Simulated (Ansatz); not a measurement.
Checking a run of Ansatz (a program for electronic structure) on ScB₁₂ (Fm-3m, 13 atoms in the cell). The aim is a self-consistent single point with DFT, r2SCAN, plane waves, default PAW files made with PBE.

Cell that was meant: a = 5.2340 Å, b = 5.2340 Å, c = 5.2340 Å, α = 60.00°, β = 60.00°, γ = 60.00°.

Part of the input:

Ansatz 0.2 input:
```yaml
crystal:
  lattice:
    - [0.000000, 1.958485, 1.958485]
    - [1.958485, 0.000000, 1.958485]
    - [1.958485, 1.958485, 0.000000]
  atoms:
    - { symbol: Sc, position: [0.000000, 0.000000, 0.000000] }
    - { symbol: B, position: [0.837000, 0.500000, 0.500000] }
    - { symbol: B, position: [0.837000, 0.500000, 0.163000] }
    - { symbol: B, position: [0.500000, 0.837000, 0.163000] }
    - { symbol: B, position: [0.500000, 0.837000, 0.500000] }
    - { symbol: B, position: [0.163000, 0.500000, 0.500000] }
    - { symbol: B, position: [0.500000, 0.163000, 0.500000] }
    - { symbol: B, position: [0.500000, 0.163000, 0.837000] }
    - { symbol: B, position: [0.163000, 0.500000, 0.837000] }
    - { symbol: B, position: [0.163000, 0.837000, 0.500000] }
    - { symbol: B, position: [0.500000, 0.500000, 0.837000] }
    - { symbol: B, position: [0.500000, 0.500000, 0.163000] }
    - { symbol: B, position: [0.837000, 0.163000, 0.500000] }
kpoints:
  mp_grid: { grid: [4, 4, 4] }
hamiltonian:
```

Log, with long lists cut:

```
WARN basis.ecutwfc = 500 eV, the default
WARN ansatz: RAYON_NUM_THREADS=1 ignored (pool sized by the plan → 1); use --threads N
   [... lines left out ...]
PAW frozen core: B, regenerated for the run's functional
Initial density: superposition of atomic densities (neutral atoms: chi_scale 0, normalization atom), corrected by the library's trained network
Initial wavefunctions: pseudopotential atomic-orbital guess
Eigensolver: davidson
Functional: x = r2scan, c = r2scan; τ floored in thin density (d = 2e-4 eV/Å³)
SCF iter   1: F=—  HF=-3591.168856 eV  |F-HF|=—  |Δ(HF+E_count)|=         —  Δρ=2.13e0  dr2=6.15e2  dr2_τ=8.48e1  ethr=1.77e-3  ⟨swp⟩=28.4  Hψ=3880  notcnv=0  defer=15
all-band conjugate gradients solve this SCF's bands
preconditioner: auto → Kerker (q_TF=auto, 3.299 Å⁻¹)
SCF iter   2: F=—  HF=-3415.850341 eV  |F-HF|=—  |Δ(HF+E_count)|=    1.75e2  S|Δr|=    0.00e0  Δρ=9.64e-1  dr2=1.08e2  dr2_τ=1.25e1  ethr=1.77e-3  ⟨swp⟩=12.1  Hψ=1473  notcnv=0  defer=53
   [... lines left out ...]
SCF iter   8: F=—  HF=-3381.517182 eV  |F-HF|=—  |Δ(HF+E_count)|=   4.18e-5  S|Δr|=    0.00e0  Δρ=1.04e-4  dr2=7.63e-7  dr2_τ=2.43e-7  ethr=3.22e-7  ⟨swp⟩=3.9  Hψ=585  notcnv=0  defer=60
SCF iter   9: F=—  HF=-3381.517183 eV  |F-HF|=—  |Δ(HF+E_count)|=   6.02e-7  S|Δr|=    0.00e0  Δρ=2.41e-5  dr2=5.58e-8  dr2_τ=7.33e-9  ethr=2.13e-10  ⟨swp⟩=47.4  Hψ=5377  notcnv=0
SCF iter  10: F=-3381.517183 eV  HF=-3381.517183 eV  |F-HF|=1.43e-10  |Δ(HF+E_count)|=   1.57e-8  S|Δr|=    0.00e0  Δρ=1.85e-6  dr2=1.00e-10  dr2_τ=3.47e-11  ethr=1.19e-10  ⟨swp⟩=7.5  Hψ=1646  notcnv=0
SCF 1 converged in 10 iterations: F = -3381.517183 eV  dr2 = 1.00e-10
Stability not checked (fill_not_monotonic)
Free energy (F): -3381.517183 eV
Internal energy: -3381.492045 eV  (E = F + TS)
E sigma→0 (E₀):  -3381.508803 eV
Entropy (-TS):   -0.025138 eV (-1.934 meV/atom)
Fermi energy:    66.007121 eV
--- Forces (eV/Å), atoms counted from 1 ---
  atom   1  Sc    -0.00000000    -0.00000000    -0.00000000
  atom   2  B     -0.00000000    23.22777285    23.22777285
  atom   3  B    -23.22777285    -0.00000000    23.22777285
   [... lines left out ...]
  atom  13  B    -23.22777285    23.22777285     0.00000000
--- Stress (GPa, compression-positive) ---
    10339.015473       0.000000       0.000000
       -0.000000   10339.015473       0.000000
       -0.000000       0.000000   10339.015473
  P = ⅓ Tr σ = 10339.0155 GPa (103390.155 kbar)
  The stress holds the Pulay correction. Without it, at fixed plane waves, as pw.x and ABINIT print it: P = 10331.0983 GPa
```

Task: Can these results be used? Check the input.

Result: The run is not sound. The fault is this: lattice multiplied by the bohr radius once too often. Bohr and ångström differ by a factor of 1.89; the cell that the program reads is then far too large or far too small. To fix it, give the lengths in the unit that the key or card expects. The run converged in 10 iterations without an error; against the sound input the free energy rises by 49.3 eV/atom, the pressure goes from 0.16 to 10340 GPa and the largest force goes from 0.339 to 32.85 eV/Å.

The sound input it was made from differs as follows (other fixes are possible):
```diff
-    - [0.000000, 1.958485, 1.958485]
-    - [1.958485, 0.000000, 1.958485]
-    - [1.958485, 1.958485, 0.000000]
+    - [0.000000, 3.701000, 3.701000]
+    - [3.701000, 0.000000, 3.701000]
+    - [3.701000, 3.701000, 0.000000]
```

With that input, the run converged in 8 iterations: free energy E − TS (on the zero of these files) -4022.0220 eV; Fermi level (on the code's own zero) 10.53 eV; pressure 0.16 GPa; largest force (vector length) 0.339 eV/Å (DFT, r2SCAN, plane waves, default PAW files made with PBE).

On the sound input: the starting cell comes from a database of published, mostly measured structures (it also holds non-ambient and calculated ones), without a prior relaxation at this level. Ansatz's pressure includes its estimate of the finite-basis (Pulay) stress.
